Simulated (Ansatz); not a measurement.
Take Be2C (space group Fm-3m, No. 225; a = 4.311 Å) as the base. Axes: x, y, z lie along the cube axes.

Calculations: plane-wave PAW DFT at the PBEsol level (Ansatz, a quantum-chemistry and plane-wave program, 420 eV), spin-orbit coupling left out.

For the base:

```
Quantity                              Result
---------------------  ---------------------
Valence-band top at Γ    0.00, 0.00, 0.00 eV
Valley order           X along ⟨100⟩ 1.08 eV
```

The change: a pure shear with ε_xy = ε_yx = -0.0057; the atoms relax in the strained cell.

Q: How does this affect the valence-band top at Γ?

A: The valence-band top at Γ (three highest levels, from the VBM) changes from 0.00, 0.00, 0.00 eV to 0.00, -0.02, -0.04 eV.

Q: What does the calculation give for the valley order after the change?

A: The valley order (the lowest conduction-band minima on the path, energy above the VBM, named in the base's zone) goes from X along ⟨100⟩ 1.08 eV to X along [001] 1.05 eV; X along [010] 1.06 eV.

The levels and masses belong to the bands next to the band gap. Stability against distortions was not tested.
